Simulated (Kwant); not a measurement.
Model: Hückel tight-binding model, one pz orbital an atom, one spin, coherent transport at 0 K (Kwant). Conductance is in e²/h.

System: π system c1ccc2ncccc2c1 between two chain leads. The π system is taken as planar. Atoms are numbered from 0 in the order of the SMILES. Site energies (eV, carbon 0): [0.0, 0.0, 0.0, 0.0, -1.35, 0.0, 0.0, 0.0, 0.0, 0.0]. Bonds (i, j, β in eV): (0,1,-2.7) (1,2,-2.7) (2,3,-2.7) (3,4,-2.7) (4,5,-2.7) (5,6,-2.7) (6,7,-2.7) (7,8,-2.7) (8,9,-2.7) (9,0,-2.7) (8,3,-2.7). Leads: chains of hopping −4.1 eV, joined by −0.81 eV to atoms 0 and 6.

Site energies and bond integrals are typed Hückel values.

Sweep values stay those of the base run.

One input was changed, with this effect: transmission at E = 0 < 1e-12 → 4.3e-5.

Problem. Which change was it?
A. contacts moved from atoms [0, 6] to [0, 1]
B. contacts moved from atoms [0, 6] to [0, 7]
C. contacts moved from atoms [0, 6] to [2, 9]
D. contacts moved from atoms [0, 6] to [1, 5]
E. contacts moved from atoms [0, 6] to [0, 5]
F. contacts moved from atoms [0, 6] to [1, 9]

Solution. F, contacts moved from atoms [0, 6] to [1, 9]
